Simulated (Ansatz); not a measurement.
## Converging the k-point mesh at a smearing width of 0.02 eV: As (R-3m, 2 atoms in the cell)

```xyz
2
Lattice="3.6988 -1.8894 0.0000 3.6988 1.8894 0.0000 2.7336 0.0000 3.1270" Properties=species:S:1:pos:R:3 pbc="T T T"
As     2.3476     0.0000     0.7246
As     7.8314     0.0000     2.4172
```

Computed with PBE (plane waves, PAW; Ansatz, a quantum-chemistry and plane-wave program).

Base settings: basis.ecutwfc = 420 eV; kpoints.mp_grid.grid = 11 11 11; hamiltonian.xc = pbe; hamiltonian.pseudopotentials = {kind: paw} (the program's default PAW files); scf.occupations.method = fermi_dirac; scf.occupations.width = 0.1 eV.

In this ladder: scf.occupations.width = 0.02 eV.

Only quantities that move along the ladder and can be compared are tabulated.

The count of work is k-points × plane waves × bands × iterations; it is no time. 

The starting cell has typed, rounded lattice constants, without a prior relaxation at this level. Its lattice was rescaled by up to half a per cent. One atom was moved a little off its site on purpose. Ansatz's pressure includes its estimate of the finite-basis (Pulay) stress.

```csv
kpoints.mp_grid.grid,free energy less the last step's (meV/atom),pressure (GPa),largest difference of a force vector from the last step's (eV/Å),count of work / last
4 4 4,-27.84,1.01,0.310,0.0076
5 5 5,-19.99,0.63,0.152,0.011
7 7 7,-10.60,0.82,0.030,0.026
8 8 8,-6.98,0.76,0.039,0.038
10 10 10,-2.94,0.86,0.020,0.079
12 12 12,-1.25,0.92,0.016,0.11
14 14 14,-0.49,0.93,0.014,0.20
17 17 17,0.19,0.94,0.009,0.33
20 20 20,0.33,0.95,0.005,0.53
25 25 25,0.00,0.94,0.000,1.0
```

Coarsest kpoints.mp_grid.grid that holds the free energy within 5 meV/atom of the last step, with all finer ones: 10 10 10, at 0.079 of the last step's count of work; the step before is off by 7.0 meV/atom.

Coarsest kpoints.mp_grid.grid that holds the pressure within 0.2 GPa of the last step, with all finer ones: 7 7 7, at 0.026 of the last step's count of work; the step before is off by 0.31 GPa.

Coarsest kpoints.mp_grid.grid that holds the forces within 0.01 eV/Å: not settled: the last two steps still differ by 0.005 eV/Å, over half the tolerance, so the ladder does not show it.

Keys are those of Ansatz 0.2.
